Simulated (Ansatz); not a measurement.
**HfS2, alloy series**

Start from HfS₂ in the CdI2 type structure (space group P-3m1, No. 164; a = 3.606 Å, c = 5.768 Å; layered, stacked along the Cartesian z axis).

The other end (x = 1) is TaS2 in the CdI2 type structure (space group P-3m1, No. 164; layered, stacked along the Cartesian z axis): 18.51 Å³/atom, gap zero.

Ta replaces a fraction x of Hf; each row is one arrangement (x, atoms in the cell, starting space group or random), fully relaxed.

All numbers come from PBE-D3(BJ) (Ansatz, a program for electronic structure, PAW, no spin-orbit coupling).

Notes on the quantities. mixing energy: to 0.01 eV only: unlike meshes or grids; deviation of the volume from the linear: Vegard-type) interpolation.

```csv
case,density,mixing energy,deviation of the volume from the linear,shortest interatomic distance
base,6.20 g/cm³,–,–,2.541 Å
"x(Ta) = 0.25, 12 atoms, P-1",6.51 g/cm³,+0.03 eV/atom,-0.8 %,2.474 Å
"x(Ta) = 0.333, 9 atoms, P-31m",6.62 g/cm³,+0.03 eV/atom,-1.2 %,2.474 Å
"x(Ta) = 0.5, 6 atoms, P2/m",6.79 g/cm³,+0.03 eV/atom,-1.0 %,2.467 Å
"x(Ta) = 0.667, 9 atoms, C2/m",6.96 g/cm³,+0.02 eV/atom,-0.7 %,2.455 Å
"x(Ta) = 0.667, 9 atoms, R-3",6.98 g/cm³,+0.03 eV/atom,-0.9 %,2.472 Å
"x(Ta) = 0.75, 12 atoms, P2/m (arrangement B)",7.03 g/cm³,+0.01 eV/atom,-0.2 %,2.413 Å
"x(Ta) = 0.75, 12 atoms, P2/m (arrangement A)",7.05 g/cm³,+0.02 eV/atom,-0.5 %,2.458 Å
```

These are small ordered cells, not random alloys; other orderings at the same x differ. With Hf present, leaving out spin-orbit coupling can change the band edges. Whether these cells are dynamically stable was not tested. The final runs are not spin-polarised. An odd electron count without spin: Hf3TaS8, TaS2, Hf2TaS6, HfTaS4 and HfTa3S8.
